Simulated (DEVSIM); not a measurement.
System: illuminated InP p-on-n cell, one wavelength, at 400 K.

Layer 1 from the left is InP, thickness (μm) 0.720, Na (cm⁻³) 1.1e18, τn (s) 3.4e-9, τp (s) 1.8e-10, absorption coefficient (cm⁻¹) 76000. Layer 2 from the left is InP, thickness (μm) 5.30, Nd (cm⁻³) 1.4e16, τn (s) 7.6e-9, τp (s) 7.6e-9, absorption coefficient (cm⁻¹) 76000.

Left contact: ohmic, minority electron recombination velocity 400 cm/s. Right contact: ohmic, minority hole recombination velocity 8e6 cm/s. Voltage is applied to the left contact. Recombination: SRH at mid-gap, radiative, Auger. Light enters at the left, 1.1e17 photons cm⁻² s⁻¹, one pass, no reflection. Mobility is μmin + (μ − μmin)/(1 + (N/Nref)^α).

This is a model device: material constants are rounded textbook-type values typed into the input, and sizes, dopings and lifetimes were drawn at random. Values at 300 K; Nc and Nv go as T^1.5, mobilities as T to minus their exponent, the gap by Varshni's rule with the affinity fixed.

InP: gap (eV) 1.344, affinity (eV) 4.38, permittivity 12.5, Nc (cm⁻³) 5.7e17, Nv (cm⁻³) 1.1e19, μn (cm²/Vs) 5200, μp (cm²/Vs) 170, μn,min 400, μp,min 10, Nref,n 3e17, Nref,p 4.9e17, αn 0.47, αp 0.62, T exponent of μn 2, T exponent of μp 2, B (cm³/s) 1.2e-10, Cn (cm⁶/s) 9e-31, Cp (cm⁶/s) 9e-31, Varshni α (eV/K) 0.000363, Varshni β (K) 162.

Model (solved in DEVSIM): 1D drift-diffusion, Boltzmann statistics, complete ionisation; no tunnelling, impact ionisation, image-force lowering or self-heating.

Task: What does the simulation give for the dark forward voltage at 100 A/cm², the short-circuit current, the share of generated pairs collected at short circuit?

Result: dark forward voltage at 100 A/cm² 0.992 V; short-circuit current 17.2 mA/cm²; share of generated pairs collected at short circuit 0.973.
